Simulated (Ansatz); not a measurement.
Defect: interstitial Na in corundum, charge state +1. The step: several atoms move together, Na the farthest; the atom moves 2.78 Å along (0.33, -0.33, 0.01) of the unit cell; at the start the Na atom holds a host Al site and a host atom stands off its site; at the end the Na atom holds a host Al site and a host atom stands off its site; the moving atom starts with neighbours Al at 2.21, Al at 2.40; 3 O at 2.02, 3 O at 2.13 Å and ends with Al at 2.21, Al at 2.40; 3 O at 2.02, 3 O at 2.13 Å. DFT values are from Ansatz (plane-wave PAW, 420 eV unless said) in a cell of 270 host sites, spin-restricted, static, with no finite-size correction. The charge state is imposed; whether it is stable for some Fermi level was not computed. Sites that were not tried may lie lower. The start lies 0.74 eV above the lowest site run (PBE). For the PBE band: the check of the saddle point's order was inconclusive.

```tsv
Level	Forward barrier (eV)	Cost of the band or of the saddle's single point
PBE, the Γ point alone, band relaxed	2.09	about 5 core-hours (a rough figure)
PBE, a 2×2×2 k-point mesh shifted by half a step along c, same geometries	2.09	very roughly 15 core-minutes
r2SCAN at 500 eV, the Γ point alone, same geometries	2.08	around 4 core-minutes (rough)
HSE06, Γ point alone, same geometries	1.91	roughly 40 core-minutes
```

Ansatz is a first-principles code.
